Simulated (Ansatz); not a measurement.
**Response to strain in Ti3Al**

Base system: Ti3Al (space group P6_3/mmc, No. 194).

```
Ti3Al
1.0
    5.74737     0.00000     0.00000
   -2.87369     4.97737     0.00000
    0.00000     0.00000     4.63190
Ti Al
6 2
Direct
  0.82982   0.65964   0.25000
  0.17018   0.82982   0.75000
  0.34036   0.17018   0.25000
  0.17018   0.34036   0.75000
  0.82982   0.17018   0.25000
  0.65964   0.82982   0.75000
  0.33333   0.66667   0.25000
  0.66667   0.33333   0.75000
```

Cartesian axes are those of the cell as printed.

Strains are applied to the cell and any free atomic positions relax; under biaxial strain the out-of-plane vector relaxes too.

Calculations: r2SCAN, PAW, 500 eV (Ansatz, a first-principles code; scalar-relativistic without spin-orbit coupling), earlier PAW set.

Notes on the quantities. pressure: mean of the normal stresses, compression positive; energy relative to the base: free energy F.

```csv
case,pressure,energy relative to the base,space group,shortest interatomic distance
base,0.0 GPa,0 meV/atom,P6_3/mmc (No. 194),2.813 Å
"biaxial strain −4.25 %, plane normal [001], relaxed out of plane",8.9 GPa,+54 meV/atom,P6_3/mmc (No. 194),2.693 Å
"biaxial strain +1.34 %, plane normal [001], relaxed out of plane",-2.1 GPa,+4.6 meV/atom,P6_3/mmc (No. 194),2.828 Å
isotropic strain −3.43 %,15.3 GPa,+73 meV/atom,P6_3/mmc (No. 194),2.717 Å
uniaxial strain ε_xx = +0.68 %,-0.8 GPa,+0.5 meV/atom,Cmcm (No. 63),2.821 Å
uniaxial strain ε_yy = −1.31 %,1.6 GPa,+1.8 meV/atom,Cmcm (No. 63),2.791 Å
tensor shear ε_xy = +1.30 %,0.0 GPa,+1.9 meV/atom,P2_1/m (No. 11),2.802 Å
```

Whether these cells are dynamically stable was not tested. The final runs are not spin-polarised.
